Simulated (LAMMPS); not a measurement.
System: W (bcc), 2000 atoms, at 2220 K and 0 GPa, heated as the crystal.

Level of theory: classical MD, pair style eam/alloy, file W_zhou.eam.alloy (LAMMPS).

Starting crystal:

```cif
data_W2
_chemical_formula_sum 'W2'
_space_group_name_H-M_alt 'Im-3m'
_space_group_IT_number 229
_space_group_name_Hall '-I 4 2 3'
_cell_length_a 3.16000
_cell_length_b 3.16000
_cell_length_c 3.16000
_cell_angle_alpha 90.000
_cell_angle_beta 90.000
_cell_angle_gamma 90.000
loop_
_atom_site_label
_atom_site_type_symbol
_atom_site_symmetry_multiplicity
_atom_site_Wyckoff_symbol
_atom_site_fract_x
_atom_site_fract_y
_atom_site_fract_z
_atom_site_occupancy
W1 W 2 a 0.00000 0.00000 0.00000 1
```

What does the simulation give for the first peak of g(r), the density, the mean frequency of the velocity spectrum, the most common W-W-W angle?

first peak of g(r): 2.76 Å, height 3.7; density: 18.655 ± 0.001 g/cm³; mean frequency of the velocity spectrum: 4.5 THz; most common W-W-W angle: in the 3° bin centred on 55.5° (mean of all 96°).
